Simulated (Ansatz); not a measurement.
Consider a periodic stack without vacuum, tetragonal MoSi2 (1 1 0) on Si0.875Ge0.125, ordered (0 0 1) (film strained to the substrate, started from cuts of the bulks and a machine-learned relaxation; slabs Ge6Si60 and Mo20Si40, which can lie off the formulas): substrate slab Ge6Si60, film Mo20Si40, surface cells [[-1, 2], [-1, -1]] and [[1, 3], [-2, -1]], film strained by -1.2 and +2.6 %, outermost planes Si/Si and MoSi/MoSi as cut, which need not be the usual terminations and can put a slab off its formula. Its start:

```xyz
126
Lattice="12.2991 0.0000 -0.0362 -2.4598 7.3795 0.0144 0.3348 -0.1805 24.6509" Properties=species:S:1:pos:R:3 pbc="T T T"
Ge     2.4981     4.8705     5.0480
Ge     7.4056     2.3647     5.0316
Ge    12.2779    -0.0676     5.0156
Si     3.6596     1.1395     5.0902
Si     6.1648     6.0673     4.9993
Si    11.1338     3.6313     5.0668
Si     3.2171     2.9693     0.7489
Si     7.8133     1.0445     1.1204
Si    10.3195     5.3358     0.7278
Si     1.5653     6.9298     1.0181
Si     6.9880     3.5077     1.1191
Si    11.7321     2.1276     0.9863
Si     4.9302     3.5156     2.2635
Si     9.9036     1.2268     2.2272
Si    -0.1683     6.0833     2.3083
Si     1.3426     2.4869     2.3032
Si     6.0368    -0.0558     2.2382
Si     8.6412     4.7474     2.2559
Si     5.4629     1.7154     3.6932
Si     7.9580     6.6541     3.5663
Si     0.6086     4.2802     3.6630
Si     1.8352     0.5880     3.6584
Si     4.3635     5.4605     3.5741
Si     9.3296     2.9997     3.6840
Ge     2.5355     4.8335    10.6245
Ge     7.4422     2.3823    10.5380
Ge    12.3597    -0.0907    10.5900
Si     3.7647     1.1592    10.6134
Si     6.2236     6.0380    10.4981
Si    11.1251     3.6166    10.5965
Si     3.0953     2.9875     6.4600
Si     8.0339     0.5111     6.4287
Si    10.5020     5.4563     6.4394
Si     1.8542     6.7047     6.4805
Si     6.7901     4.2410     6.4184
Si    11.7222     1.7956     6.4450
Si     4.9537     3.6047     7.7955
Si     9.8860     1.1535     7.7924
Si     0.0369     6.0769     7.8660
Si     1.2696     2.3903     7.8562
Si     6.1825    -0.0815     7.8020
Si     8.6569     4.8412     7.7828
Si     5.5612     1.7607     9.1683
Si     8.0469     6.6738     9.1515
Si     0.6481     4.2256     9.2329
Si     1.9192     0.5509     9.2257
Si     4.3676     5.4473     9.1636
Si     9.3031     3.0123     9.1575
Si     3.1753     2.9529    12.0614
Si     8.0986     0.4610    11.8627
Si    10.5506     5.4153    12.0431
Si     1.9626     6.7360    12.0314
Si     6.8336     4.2615    11.9358
Si    11.7185     1.7909    11.9962
Si     5.0849     3.5960    13.3903
Si     9.8519     1.0423    13.3054
Si     0.1369     6.1182    13.4103
Si     1.2648     2.3958    13.4098
Si     6.3740    -0.1131    13.3329
Si     8.6577     4.7880    13.3678
Si     6.3470     1.9303    14.5528
Si     7.8581     6.5631    14.6787
Si     0.6970     4.2699    14.7298
Si     2.0117     0.6062    14.7213
Si     4.7317     5.5107    14.6899
Si     8.7059     2.7131    14.5469
Mo     2.0347     4.2052    16.8532
Mo     6.4116     5.7544    16.6540
Mo    -1.4401     7.1430    16.8752
Mo     5.4556     1.2993    16.8313
Mo     9.8588     2.7656    16.8066
Mo    -0.1970     3.5234    19.0312
Mo     4.2506     5.0109    19.0141
Mo     8.6258     6.4708    18.9975
Mo     3.2471     0.5692    19.0227
Mo     7.6759     2.0483    19.0367
Mo     9.9424     2.7946    21.3112
Mo     2.0449     4.3154    21.3277
Mo     6.4818     5.7285    21.3533
Mo    -1.4273     7.2600    21.3385
Mo     5.4648     1.2999    21.3282
Mo     7.7336     2.0250    23.5942
Mo    -0.2495     3.5616    23.6968
Mo     4.2620     4.9541    23.5245
Mo     8.7539     6.4486    23.5120
Mo     3.3636     0.6667    23.6852
Si     2.8727     1.7162    16.6526
Si     7.2269     3.3155    16.8430
Si    -0.6416     4.6480    16.6645
Si     3.7467     6.1773    16.7273
Si    10.7658     0.3103    16.6854
Si     4.6089     3.7546    16.7938
Si     9.0638     5.2408    16.7742
Si     1.2279     6.6993    16.8388
Si     8.0665     0.8234    16.7902
Si     0.1659     2.2448    16.8401
Si     0.6660     1.0830    19.0490
Si     5.0551     2.5279    19.0608
Si     9.4822     4.0040    19.0411
Si     1.5569     5.4764    19.0500
Si     6.0408     6.9394    18.9875
Si     2.4205     3.0364    19.1077
Si     6.8384     4.5515    19.0169
Si    -1.0163     5.9912    19.1262
Si     5.8927     0.0831    19.0687
Si    10.2836     1.5479    19.0512
Si    10.7123     0.3053    21.2932
Si     2.8936     1.7899    21.3271
Si     7.3011     3.2663    21.3318
Si    -0.5853     4.7254    21.3378
Si     3.8851     6.2267    21.3170
Si     0.2621     2.3321    21.4461
Si     4.6600     3.7798    21.2865
Si     9.1117     5.2641    21.2719
Si     1.1833     6.7447    21.4492
Si     8.1194     0.8080    21.3144
Si     6.1183     6.8784    23.7541
Si     0.7018     1.0014    23.7488
Si     5.1722     2.5541    23.5172
Si     9.4710     3.9862    23.5067
Si     1.6726     5.4371    23.7389
Si    10.3404     1.5127    23.4793
Si     2.2914     3.0376    23.4597
Si     6.8872     4.5632    23.7448
Si    -0.8128     6.1019    23.4632
Si     5.9677     0.0531    23.4889
```

The start was prepared with a machine-learned potential, and the result is one local minimum, with the in-plane cell held and forces under 0.04 eV/Å; the film can end far from its bulk form.

Calculation: PBE (plane waves to 420 eV, PAW; Ansatz, a program for electronic structure). Spin–orbit coupling is left out; the runs are not spin-polarised; PBE gaps are too small against experiment. Its k-point mesh 2×4×1, Fermi–Dirac width 0.05 eV.

### Question
Predict the relaxed interface.

### Answer
interface area: 90.8 Å²
period: 24.67 Å
heights between the nearest atoms of the two slabs at the two interfaces: 1.99 and 2.04 Å
Si–Si contacts across the interfaces within 1.22 times the sum of covalent radii: 12, mean 2.56 Å
Mo–Si contacts across the interfaces within 1.22 times the sum of covalent radii: 12, mean 2.55 Å
